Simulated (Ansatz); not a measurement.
## CdS: response to strain

The parent structure is CdS in the wurtzite structure (space group P6_3mc, No. 186; a = 4.074 Å, c = 6.637 Å).

Strains are applied to the cell and any free atomic positions relax.

All numbers come from Ansatz (a first-principles code) LDA, no SOC.

Notes on the quantities. energy relative to the base: free energy F.

| isotropic strain (%) | energy relative to the base (meV/atom) |
|---|---|
| 0 | 0.0 |
| 0.6 | 1.6 |
| 1.2 | 6.3 |
| 1.8 | ? |
| 2.4 | 24.0 |
| 3 | 36.8 |

Q: Fit ΔE = Aε² + Bε³ (ε in %) to the rows shown and predict the withheld row.

A: Least squares on the printed values gives A = 4.51 and B = -0.14 meV/atom (largest residual 0.0 meV/atom); this predicts 13.8 meV/atom, and the run gives 13.8 meV/atom, in agreement.

Whether these cells are dynamically stable was not tested.
